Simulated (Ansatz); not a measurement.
System: Y2Ti2O7 (Fd-3m, No. 227, 22 atoms in the cell; start mp-5373). Method: r²SCAN in Ansatz (PAW).

Numerical settings: plane-wave cutoff 560 eV, 6×6×6 k mesh, Fermi–Dirac smearing 0.01 eV, no spin polarisation, scalar-relativistic PAW data made under PBE.

Cell (relaxed with PBEsol):

```cif
data_O56Ti16Y16
_chemical_formula_sum 'Y16 Ti16 O56'
_space_group_name_H-M_alt 'Fd-3m :1'
_space_group_IT_number 227
_space_group_name_Hall 'F 4d 2 3 -1d'
_cell_length_a 10.04715
_cell_length_b 10.04715
_cell_length_c 10.04715
_cell_angle_alpha 90.000
_cell_angle_beta 90.000
_cell_angle_gamma 90.000
loop_
_atom_site_label
_atom_site_type_symbol
_atom_site_symmetry_multiplicity
_atom_site_Wyckoff_symbol
_atom_site_fract_x
_atom_site_fract_y
_atom_site_fract_z
_atom_site_occupancy
Y1 Y 16 d 0.62500 0.62500 0.62500 1
Ti1 Ti 16 c 0.12500 0.12500 0.12500 1
O1 O 8 b 0.50000 0.50000 0.50000 1
O2 O 48 f 0.00000 0.00000 0.20539 1
```
(The calculation used a cell of 22 atoms; values per cell refer to that cell.)

Problem. Give the computed band gap and smallest direct gap on the k points sampled.

Solution. 
band gap: 3.31 eV
smallest direct gap on the k points sampled: 3.31 eV

Note: cell and atoms aren't relaxed at this level (largest force component 0.06 eV/Å, pressure 2.8 GPa).

Spin–orbit coupling is not included.

Static lattice: no zero-point or thermal effects.

A start named mp-… is a Materials Project structure, which need not be a measured phase.

Ansatz is a first-principles code.
